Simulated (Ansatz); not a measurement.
Cost and result by functional for the adsorption energy of NH2 on the 1x1 (110) surface of 3C silicon carbide (cut with top plane C + Si), one in a 2x2 cell, started at the site 'bridge C-Si (span 3.9 Å)', in Ansatz (plane waves, PAW). Single points on the PBE structure, on one kind of machine; costs are rough ratios of the slab run's core time (references not counted) to the cheapest single point. r2SCAN's cost holds its higher cutoff (500 against 420 eV). Differences are taken against r2SCAN for comparison alone: no measured value is at hand, so the table doesn't rank accuracy.

Host crystal: 3C silicon carbide, with a band gap (PBE, scalar-relativistic without spin-orbit coupling).

Set-up: 51 atoms, 7.7 Å thick at the start under the adsorbate (thin: gaps and levels are the slab's own); mesh 3x3x1; 0.01 eV smearing; dipole correction on; 24 atoms held, the rest relaxed; no symmetry held; spin-polarised, ending with about 1.0 μB a cell; orders that need a larger cell were not tried, no spin-orbit, no U, no dispersion correction. At the end it is bonded to Si. In PBE it is, or lies within 0.03 eV of, the lowest of the starts that converged. These notes are the PBE run's. r2SCAN: The program's check for a lower electronic state was not made. Adsorption energies are against NH3(g) − ½ H2(g). A negative adsorption energy means that the adsorbate is more stable on the surface than in its reference.

```
functional                     relative cost  adsorption energy (eV)  less r2SCAN (eV)
-----------------------------  -------------  ----------------------  ----------------
RPBE                                       1                   -0.42              0.47
r2SCAN                                     2                   -0.89              0.00
PBE (the relaxed run's value)              –                   -0.56              0.33
```

The values span 0.47 eV, while the single points' costs differ by a factor of roughly 2. Differences are of unrounded values.

Ansatz is a program for electronic structure.
